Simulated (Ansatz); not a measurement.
Consider the following.

```
PbSe
1.0
   -0.07290     3.04854     3.08653
    3.08792    -0.00788     3.02151
    3.13302     3.02862    -0.05297
Se Pb
1 1
Direct
  0.00000   0.00000   0.00000
  0.50000   0.50000   0.50000
```

No spin polarisation.

All numbers come from Ansatz (a first-principles code) r2SCAN, no spin-orbit coupling, earlier PAW set. k-mesh 9×9×9 (Γ-centred); smearing 0.05 eV (Fermi–Dirac).

Task: Predict the band gap, pressure and smallest direct gap.

Result: 
- Band gap: 0.42 eV
- Pressure (mean of the normal stresses, compression positive): 0.08 GPa
- Smallest direct gap: 0.59 eV

Spin-orbit coupling, missing from the scalar runs, can matter with Pb. The cells carry an imposed strain or load. Stability against distortions was not tested. The cell was made from PbSe in the rock salt structure (space group Fm-3m, No. 225) by this change: strain tensor (xx, yy, zz, yz, xz, xy) = (+1.88, −1.50, −0.27, +0.20, −1.91, −0.45) %.
